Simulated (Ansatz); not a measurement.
## InSb (model structure, within 0.1 Å of Fm-3m, No. 225, 8 atoms in the cell)

Method: LDA (PAW; Ansatz, a program for electronic structure).

Settings: plane-wave cutoff 520 eV, 6×14×12 k mesh (along the axes of the cell as run), Fermi–Dirac smearing 0.05 eV, scalar-relativistic PAW data made under PBE.

Cell (relaxed at this level):

```xyz
8
Lattice="11.9457 0.0000 0.0000 0.0000 4.2056 0.0000 0.0000 0.0000 4.2502" Properties=species:S:1:pos:R:3 pbc="T T T"
In     1.4933     1.0514     1.0620
In     4.4796     3.1542     3.1871
In    10.4525     3.1542     3.1881
In     7.4661     1.0514     1.0630
Sb    10.4525     1.0514     1.0632
Sb     7.4661     3.1542    -1.0619
Sb     1.4933     3.1542     3.1870
Sb     4.4796     1.0514     5.3121
```

For InSb (model structure, within 0.1 Å of Fm-3m, No. 225, 8 atoms in the cell), the band gap comes out as none and the bulk modulus B0 is 60.8 GPa.

Note: the bulk modulus is −V dP/dV from two relaxed cells at ±2 % in volume.

Spin–orbit coupling is not included; it can open a gap where bands touch, and shift volumes and moduli.

Static lattice: no zero-point or thermal effects.

A model structure was made by putting elements into a prototype or built by hand; it is no filed structure, need not be a known phase, and can be a saddle point held by its symmetry.
